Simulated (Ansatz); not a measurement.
Be, response to strain

Consider Be in the hcp (Mg type) structure (space group P6_3/mmc, No. 194; relaxed with 0.1 eV smearing).

```yaml
crystal:
  lattice:
    - [2.26274, 0.00000, 0.00000]
    - [-1.13137, 1.95959, 0.00000]
    - [0.00000, 0.00000, 3.56641]
  atoms:
    - { symbol: Be, position: [0.66667, 0.33333, 0.75000] }
    - { symbol: Be, position: [0.33333, 0.66667, 0.25000] }
```

Strains are applied to the cell and any free atomic positions relax.

Calculations: PBE in Ansatz (plane waves to 420 eV, PAW, no SOC).

Notes on the quantities. pressure: mean of the normal stresses, compression positive.

| isotropic strain (%) | pressure (GPa) |
|---|---|
| -3 | 13.1 |
| -2.5 | 10.6 |
| -2 | 8.3 |
| -1 | ? |
| -0.5 | 1.9 |
| 0 | 0.0 |
| 0.5 | -1.8 |
| 1.5 | -5.1 |
| 3 | -9.4 |

**Question.** Fit P = P₀ − Bδ + Cδ² with δ = (1 + ε)³ − 1 to the rows shown and predict the withheld row.

**Answer.** Least squares on the printed values gives P₀ = 0.0 GPa, B = 126 GPa (at held cell shape), C = 267 GPa (largest residual 0.1 GPa); this predicts 4.0 GPa, and the run gives 3.9 GPa, in agreement.

Stability against distortions was not tested.

Ansatz is a quantum-chemistry and plane-wave program.
